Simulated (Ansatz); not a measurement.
**GaAs, pressure series**

The reference is GaAs in the zinc blende structure (space group F-43m, No. 216; a = 5.666 Å).

Cell and atoms are relaxed at each pressure.

Levels (all Ansatz, an electronic-structure program, PAW, earlier PAW set): r2SCAN (500 eV, no SOC); HSE06 (420 eV, no spin-orbit coupling); HSE06+SOC (420 eV, spin-orbit coupling included).

Band gaps by level, all at the geometries relaxed with r2SCAN:

| case | r2SCAN | HSE06 | HSE06+SOC |
|---|---|---|---|
| base | 0.97 eV | 1.37 eV | 1.25 eV |
| pressure −1 GPa | 0.86 eV | 1.25 eV | 1.13 eV |
| pressure 4.2 GPa | 1.39 eV | 1.81 eV | 1.69 eV |
| pressure 9 GPa | 1.56 eV | ___ | 1.74 eV |
| pressure 18 GPa | 1.41 eV | 1.70 eV | 1.58 eV |
| pressure 30 GPa | 1.23 eV | ___ | 1.38 eV |
| pressure 45 GPa | 1.03 eV | ___ | 1.17 eV |
| pressure 60 GPa | 0.85 eV | 1.12 eV | 0.98 eV |

### Question
Some entries are withheld; estimate them.

### Answer

- pressure 9 GPa, HSE06: 1.86 eV
- pressure 30 GPa, HSE06: 1.51 eV
- pressure 45 GPa, HSE06: 1.31 eV

Single points use the geometry relaxed with r2SCAN. The hybrid gap comes from the SCF mesh plus the semilocal run's edge points and a few special points and is an upper bound. Differences between runs with and without spin-orbit coupling are approximate. Load acts through the strain it causes; cell and atoms are relaxed under it. No phonon test of stability was made. Measured, GaAs leaves this structure (for a Cmcm phase) near 15 GPa (room temperature; as listed in arXiv:1906.07825).
